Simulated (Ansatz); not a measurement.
Here is the system:

```yaml
crystal:
  lattice:
    - [2.53373, 1.46285, 4.59665]
    - [-2.53373, 1.46285, 4.59665]
    - [0.00000, -2.92570, 4.59665]
  atoms:
    - { symbol: Li, position: [0.28133, 0.28133, 0.28133] }
    - { symbol: Li, position: [0.78133, 0.78133, 0.78133] }
    - { symbol: Nb, position: [0.99747, 0.99747, 0.99747] }
    - { symbol: Nb, position: [0.49747, 0.49747, 0.49747] }
    - { symbol: O, position: [0.10617, 0.36453, 0.71759] }
    - { symbol: O, position: [0.71759, 0.10617, 0.36453] }
    - { symbol: O, position: [0.36453, 0.71759, 0.10617] }
    - { symbol: O, position: [0.21759, 0.86453, 0.60617] }
    - { symbol: O, position: [0.86453, 0.60617, 0.21759] }
    - { symbol: O, position: [0.60617, 0.21759, 0.86453] }
```

No spin polarisation.

Method: LDA (Ansatz, a quantum-chemistry and plane-wave program), scalar-relativistic without spin-orbit coupling. Γ-centred 8×8×8 mesh, Fermi–Dirac width 0.05 eV.

### Question
Predict the space group and pressure.

### Answer
* **Space group**: R3c (No. 161)
* **Pressure (mean of the normal stresses, compression positive)**: -1.03 GPa

The cells carry an imposed strain or load. Whether these cells are dynamically stable was not tested. The cell was made from LiNbO3 (space group R3c, No. 161) by this change: uniaxial strain ε_zz = +0.75 %.
